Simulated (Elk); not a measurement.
A self-consistent single point of SnSe2 (P-3m1, 3 atoms in the cell) with Elk.

Computed with Elk with LDA (PW92), all-electron FP-LAPW, Elk's shipped species files, default APW+lo basis.

```yaml
crystal:
  lattice:
    - [1.90500, -3.29956, 0.00000]
    - [1.90500, 3.29956, 0.00000]
    - [0.00000, 0.00000, 6.14000]
  atoms:
    - { symbol: Sn, position: [0.00000, 0.00000, 0.00000] }
    - { symbol: Se, position: [0.33333, 0.66667, 0.25000] }
    - { symbol: Se, position: [0.66667, 0.33333, 0.75000] }
```

Reference input (self-consistent single point, DFT, PBE, all-electron FP-LAPW, Elk's shipped species files, default APW+lo basis): xctype = 20; swidth = 0.00183747 Ha; ngridk = 7 7 4; rmtscf = 0.95; maxscl = 100. This run's input differs from it in these lines:

```diff
@@ -2,5 +2,2 @@
   0
-
-xctype
-  20
```

Output, abridged:

```
│ Self-consistent loop started │
│ Loop number : 1 │
 total energy                :     -11035.6850466
│ Loop number : 2 │
 total energy                :     -11035.6931957
RMS change in Kohn-Sham potential (target) :   0.1048929466     (  0.1000000000E-05)
Absolute change in total energy (target)   :   0.8149032894E-02 (  0.1000000000E-03)
│ Loop number : 3 │
 total energy                :     -11035.4220131
RMS change in Kohn-Sham potential (target) :   0.9937820114E-01 (  0.1000000000E-05)
Absolute change in total energy (target)   :   0.2691453060     (  0.1000000000E-03)
│ Loop number : 4 │
   [... lines left out ...]
Absolute change in total energy (target)   :   0.4767660339E-03 (  0.1000000000E-03)
│ Loop number : 14 │
 total energy                :     -11027.9704393
RMS change in Kohn-Sham potential (target) :   0.2827551835E-06 (  0.1000000000E-05)
Absolute change in total energy (target)   :   0.1765021316E-03 (  0.1000000000E-03)
│ Loop number : 15 │
 total energy                :     -11027.9704499
RMS change in Kohn-Sham potential (target) :   0.6285351046E-07 (  0.1000000000E-05)
Absolute change in total energy (target)   :   0.3359099355E-04 (  0.1000000000E-03)
Convergence targets achieved

│ Loop number : 16 │

Energies :
 Fermi                       :     0.168798432918
 total energy                :     -11027.9704488

Density of states at Fermi energy :   0.1086657372
 (states/Hartree/unit cell)

Estimated indirect band gap :   0.2517217906E-01
 from k-point      2 to k-point     13
Estimated direct band gap   :   0.3261682632E-01
 at k-point      1

Charges :
 core                        :    66.00000000
 valence                     :    52.00000000
 interstitial                :    5.909549855
 muffin-tins (core leakage)
  species :    1 (Sn)
   atom    1                 :    47.81902214     (  0.1480774612E-03)
  species :    2 (Se)
   atom    1                 :    32.13571400     (  0.1312108465E-03)
   atom    2                 :    32.13571400     (  0.1312108465E-03)
 total in muffin-tins        :    112.0904501
 total calculated charge     :    117.9774183
 total charge                :    118.0000000
 error                       :   0.2258172903E-01

│ Self-consistent loop stopped │
```

The run converged in 16 iterations. The count includes the last loop, which Elk runs after its targets are met. Against the reference run the gap on the mesh goes from 0.816 to 0.685 eV.

The starting cell has typed, rounded lattice constants, without a prior relaxation at this level. Values depend on the basis (sphere radii, cutoffs, local orbitals), which need not be converged.
